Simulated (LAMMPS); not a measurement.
Consider a symmetric tilt boundary about [001] in CdTe (zinc blende), boundary plane (310) in molecular dynamics.

All values are model results, not measurements: classical MD, pair style sw, file CdTeZnSeHgS0.sw, run in LAMMPS.

Σ5, energy 0.50 J/m² at 0 K; heated in steps, 60 ps sampled at each, free outer surfaces; steps at which the grains lost their order are left out.

| T (K) | disordered width (Å) | disordered share in the grains |
|---|---|---|
| 675 | 4.8 | 0.00 |
| 945 | 5.0 | 0.00 |
| 1080 | 5.4 | 0.00 |
| 1215 | … | 0.01 |
| 1310 | … | 0.03 |

Problem. What belongs in the gaps?

Solution. 
- 1310, disordered width (Å): 5.6
- 1215, disordered width (Å): 5.7
